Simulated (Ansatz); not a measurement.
Amorphous Si₂₄O₅₁Al₂, 77 atoms at 2.17 g/cm³, one PBE-relaxed geometry, zone centre. Methods: PBE, scalar-relativistic without spin-orbit coupling (Ansatz, an electronic-structure program); r2SCAN, scalar-relativistic without spin-orbit coupling (Ansatz); HSE06, scalar-relativistic without spin-orbit coupling (Ansatz). Plane waves to 420 eV (r2SCAN 500 eV); exact exchange is cut at the cell's faces. At PBE the levels at the filled edge of the gap are localised (band-tail or defect states), and the nearest spread-out levels lie 5.2 eV apart at the zone centre. All rungs ran without spin polarisation.

It comes from a melt-quench run on a machine-learned potential (CHGNet), relaxed afterwards by DFT. O atoms were pushed apart under 1.9 Å during the dynamics, to hinder bonds among them. The hot cell started wider than the set density and was brought back towards it in steps. It is the lowest in DFT energy of 2 quenches. It is a model cell: composition and starting density were chosen by hand, and all elements were melted together. No dispersion term was used. Its density started from a set value of 2.24 and ended at 2.17 g/cm³. Cooling (nominally 400 K/ps over its main leg) ran many orders faster than in experiment, which tends to leave more defects and strain. Values belong to this one cell and scatter from quench to quench. Volume and shape were free in the relaxation.

The relaxation ran on the zone centre alone. At PBE the level gap is 4.61 eV on a 2×2×2 Γ-centred mesh, and the spacing at the zone centre alone 4.62 eV.

What zone-centre spacing does r2SCAN give, roughly?

5.32 eV (+0.70 eV against PBE).

What zone-centre spacing does HSE06 give, roughly?

6.41 eV (+1.79 eV against PBE).

The highest filled and the lowest empty state spread over these numbers of atoms (participation numbers): PBE: 3.8 and 62.2; r2SCAN: 3.9 and 64.1; HSE06: 3.9 and 62.1.
